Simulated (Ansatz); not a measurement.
## Hypothetical CdI2 type ReTe2: pressure series

The reference is ReTe2 in the CdI2 type structure (space group P-3m1, No. 164; a hypothetical phase, not in the database extracts checked; layered, stacked along the Cartesian z axis).

```
ReTe2
1.0
    3.67847     0.00000     0.00000
   -1.83923     3.18565     0.00000
    0.00000     0.00000     5.86320
Re Te
1 2
Cartesian
  0.00000   0.00000   0.00000
  0.00000   2.12376   1.60550
  1.83923   1.06188   4.25771
```

Cell and atoms are relaxed at each pressure.

The values are results of PBEsol-D3(BJ), PAW, 420 eV (Ansatz, a program for electronic structure; spin-orbit coupling left out), not measurements.

Two rows of this table had their results exchanged by mistake.

```json
[
 {"pressure": "pressure −2 GPa", "volume per atom (Å³)": "23.66", "shortest distance (Å)": "2.671", "band gap": "zero"},
 {"pressure": "pressure −1 GPa", "volume per atom (Å³)": "23.26", "shortest distance (Å)": "2.667", "band gap": "zero"},
 {"pressure": "pressure 0.3 GPa", "volume per atom (Å³)": "22.80", "shortest distance (Å)": "2.661", "band gap": "zero"},
 {"pressure": "pressure 0.7 GPa", "volume per atom (Å³)": "22.67", "shortest distance (Å)": "2.660", "band gap": "zero"},
 {"pressure": "pressure 1.5 GPa", "volume per atom (Å³)": "22.42", "shortest distance (Å)": "2.657", "band gap": "zero"},
 {"pressure": "pressure 3 GPa", "volume per atom (Å³)": "21.24", "shortest distance (Å)": "2.691", "band gap": "zero"},
 {"pressure": "pressure 5 GPa", "volume per atom (Å³)": "19.83", "shortest distance (Å)": "2.674", "band gap": "zero"},
 {"pressure": "pressure 7.5 GPa", "volume per atom (Å³)": "20.27", "shortest distance (Å)": "2.679", "band gap": "zero"},
 {"pressure": "pressure 10 GPa", "volume per atom (Å³)": "20.77", "shortest distance (Å)": "2.685", "band gap": "zero"}
]
```

Which two?

The rows for pressure 5 GPa and pressure 10 GPa: the volume has to fall steadily with pressure, so 20.77 Å³ belongs to pressure 5 GPa and 19.83 Å³ to pressure 10 GPa.

From pressure 3 GPa on, the axis ratios lie over 15 % from the base's, so the cell there is far from its starting form. Load acts through the strain it causes; cell and atoms are relaxed under it. Stability against distortions was not tested. Competing high-pressure phases were not computed. All final runs are without spin polarisation. An odd electron count without spin: ReTe2. Along this pressure series the structure jumps between pressure 1.5 GPa and pressure 3 GPa; cells beyond that are another form of it. ReTe2 has a high density of states at the Fermi level and may be magnetic at this level. The D3 term's C6 switches between coordination references near this geometry, which can add small steps to energies.
